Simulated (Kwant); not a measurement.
Device: Ge/Si0.2Ge0.8 stack with 2 barriers. One parabolic valley. Leads of mass 0.12 mₑ with the band edge at 0; grid 0.1 nm; bias swept from 0.0048 to 0.18 V, dropping linearly over the stack. Emitter Fermi level 0.015 eV, 4 K, equal in the collector.

| layer | thickness (nm) | band offset (eV) | mass (mₑ) |
|---|---|---|---|
| 1 | 2.8 | 0.12 | 0.14 |
| 2 | 4.4 | 0 | 0.12 |
| 3 | 3.6 | 0.12 | 0.14 |

Constants are typed, rounded textbook-type inputs, not results; the design itself was drawn at random and stands for no fabricated device.

Model: one-band effective-mass tight-binding model in one dimension, coherent, no space charge, current by the Tsu-Esaki formula (Kwant).

Sweep values stay those of the base run.

The mass in the first barrier was swept, all else fixed.

| mass in the first barrier (mₑ) | J (A/cm²) at bias = 0.1800 V | J (A/cm²) at bias = 0.1317 V | J (A/cm²) at bias = 0.04709 V |
|---|---|---|---|
| 0.084 | 4780 | 5840 | 739 |
| 0.11 | 3700 | 4200 | 650 |
| 0.14 | 2790 | 2950 | 564 |
| 0.18 | 1960 | 1920 | 471 |

From the first row to the last the J at bias = 0.1800 V goes from 4780 to 1960. From the first row to the last the J at bias = 0.1317 V goes from 5840 to 1920.
